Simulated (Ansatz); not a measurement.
# A computed series for hypothetical bcc (W type) B: pressure series

Start from B in the bcc (W type) structure (space group Im-3m, No. 229; a hypothetical phase, not in the database extracts checked).

```
B
1.0
   -1.15333     1.15333     1.15333
    1.15333    -1.15333     1.15333
    1.15333     1.15333    -1.15333
B
1
Direct
  0.00000   0.00000   0.00000
```

Cell and atoms are relaxed at each pressure.

Computed with Ansatz (a quantum-chemistry and plane-wave program) PBE, no SOC.

Notes on the quantities. enthalpy: H = E + PV relative to the base's energy.

| variant | enthalpy | lattice parameter a |
|---|---|---|
| base | – | 2.307 Å |
| pressure −2 GPa | -0.08 eV/atom | 2.313 Å |
| pressure −1 GPa | -0.04 eV/atom | 2.310 Å |
| pressure 0.3 GPa | +0.01 eV/atom | 2.306 Å |
| pressure 0.7 GPa | +0.03 eV/atom | 2.304 Å |
| pressure 1.5 GPa | +0.06 eV/atom | 2.302 Å |
| pressure 3 GPa | +0.11 eV/atom | 2.297 Å |
| pressure 5 GPa | +0.19 eV/atom | 2.291 Å |
| pressure 7.5 GPa | +0.28 eV/atom | 2.284 Å |
| pressure 10 GPa | +0.38 eV/atom | 2.276 Å |

Load acts through the strain it causes; cell and atoms are relaxed under it. No phonon test of stability was made. No other phases were tried under pressure.
